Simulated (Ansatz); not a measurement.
For Bi (model structure, started from the diamond type, Fd-3m, No. 227, 2 atoms in the cell), PBEsol in Ansatz (PAW) gives:

```
Item                       Result
-------------------  ------------
lattice parameter a       7.165 Å
bulk modulus             32.6 GPa
cohesive energy      2.63 eV/atom
```

### Question
What does r²SCAN in Ansatz (plane waves, PAW) give for the same quantities?

### Answer

- lattice constant a: 7.232 Å (increases by 0.9 %)
- bulk modulus: 31.9 GPa (shrinks by 2.1 %)
- cohesive energy: 2.04 eV/atom (falls by 0.59 eV/atom)

Changes are worked out from the printed values.

Unless a cell is named, each level is at its own relaxed cell (PBEsol 45.97, r²SCAN 47.29 Å³/atom).

Levels without +SOC leave out spin–orbit coupling, which shifts energies and cells of such heavy elements.

Caveats: the bulk modulus is −V dP/dV from two relaxed cells at ±2 % in volume (PBEsol, r²SCAN). Ansatz's density-functional and Hartree–Fock values are scalar-relativistic unless marked +SOC, with PAW data made under PBE.

A model structure was made by putting elements into a prototype or built by hand; it is no filed structure, need not be a known phase, and can be a saddle point held by its symmetry.

Ansatz is a program for electronic structure.
